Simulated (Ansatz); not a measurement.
Ansatz (a first-principles code) run on WSi2 (I4/mmm, 3 atoms in the cell): relaxation of cell and atoms.

Computed with PBE (plane waves, PAW; Ansatz).

```yaml
crystal:
  lattice:
    - [-1.60500, 1.60500, 3.91500]
    - [1.60500, -1.60500, 3.91500]
    - [1.60500, 1.60500, -3.91500]
  atoms:
    - { symbol: Si, position: [0.66500, 0.66500, 0.00000] }
    - { symbol: Si, position: [0.33500, 0.33500, 0.00000] }
    - { symbol: W, position: [0.00000, 0.00000, 0.00000] }
```

Reference input (self-consistent single point, DFT, PBE, plane waves, default PAW files): kpoints.mp_grid.grid = 10 10 10; hamiltonian.xc = pbe; hamiltonian.pseudopotentials = {kind: paw} (the program's default PAW files); scf.occupations.method = fermi_dirac; scf.occupations.width = 0.0073 Ry. This run's input differs from it in these lines:

```diff
@@ -20,2 +20,4 @@
     width: 0.0073 Ry
+relax:
+  cell: {}
 output:
```

Log, with long lists cut:

```
   [... SCF lines of the steps left out ...]
relax step   1: F+E_penalty+E_count = -11657.45553432 eV  Δ(F+E_penalty+E_count) = +0.000e0 eV  max|allowed force component| = 1.154e-1 eV/Å  Δτ_max = 0.0000 Å  P = +3.919 GPa  Ω = 40.341 Å³  (6 SCF iters, dr2 threshold 1.00e-7 eV, accepted)
relax step   2: F+E_penalty+E_count = -11657.46254464 eV  Δ(F+E_penalty+E_count) = -7.010e-3 eV  max|allowed force component| = 2.656e-2 eV/Å  Δτ_max = 0.0040 Å  P = -1.369 GPa  Ω = 41.292 Å³  energy of the carried Pulay correction = -2.887e-4 eV  [...]
relax step   3: F+E_penalty+E_count = -11657.46396805 eV  Δ(F+E_penalty+E_count) = -1.423e-3 eV  max|allowed force component| = 1.684e-3 eV/Å  Δτ_max = 0.0005 Å  P = -0.049 GPa  Ω = 41.034 Å³  energy of the carried Pulay correction = -2.112e-4 eV  [...]
relax step   4: F+E_penalty+E_count = -11657.46397275 eV  Δ(F+E_penalty+E_count) = -4.695e-6 eV  max|allowed force component| = 6.744e-5 eV/Å  Δτ_max = 0.0001 Å  P = +0.001 GPa  Ω = 41.026 Å³  energy of the carried Pulay correction = -2.086e-4 eV  [...]
relax step   5: F+E_penalty+E_count = -11657.46418832 eV  Δ(F+E_penalty+E_count) = -2.156e-4 eV  max|allowed force component| = 3.406e-5 eV/Å  Δτ_max = 0.0000 Å  P = +0.006 GPa  Ω = 41.026 Å³  stress off target by 5.89e-3 GPa  SCF on the basis [...]
basis re-selected at this cell: Δ(F+E_penalty+E_count) = -2.156e-4 eV, ΔP = +0.004 GPa vs the last step
the relaxation is at rest under the 16 symmetry operations that the run kept from its start: a minimum is not shown …
Stability not checked: this state was not tested for a lower state beside it, because too few of the mixer's solves of this state at the end of the SCF gave a …
Free energy (F): -11657.464188 eV
Internal energy: -11657.451487 eV  (E = F + TS)
   [... lines left out ...]
Fermi energy:    16.473773 eV
  cell:  # Å, volume = 41.0257 Å³
   [... lines left out ...]
    - [1.6145585538922043, -1.6145585538922043, 3.9344903201946537]
    - [1.6145585538922043, 1.6145585538922043, -3.9344903201946537]
  atoms:
    - { symbol: Si, position: [0.6654481480602855, 0.6654481480602855, 3.340027595799763e-36] }
    - { symbol: Si, position: [0.3345518519397147, 0.3345518519397147, -2.5172992540903928e-36] }
    - { symbol: W, position: [3.807862036187914e-20, 3.8078620361879145e-20, -5.077940290156507e-36] }
```

The run converged. 

Summary of the result:
```
Quantity                                                                                     Value
-----------------------------------------------  -------------------------------------------------
Free energy E − TS (on the zero of these files)                                     -11657.4642 eV
Fermi level (on the code's own zero)                                                      16.47 eV
Pressure                                                                                  0.01 GPa
Final cell                                       a = b = c = 4.5490 Å, α = β = 138.42°, γ = 60.26°
Final volume per atom                                                                     13.68 Å³
Relaxation steps                                                                                 5
```

The starting cell has typed, rounded lattice constants, without a prior relaxation at this level. Spin polarisation is off. The relaxation keeps the symmetry of its start, so its end need not be a minimum. Ansatz's pressure includes its estimate of the finite-basis (Pulay) stress.

Keys are those of Ansatz 0.2.
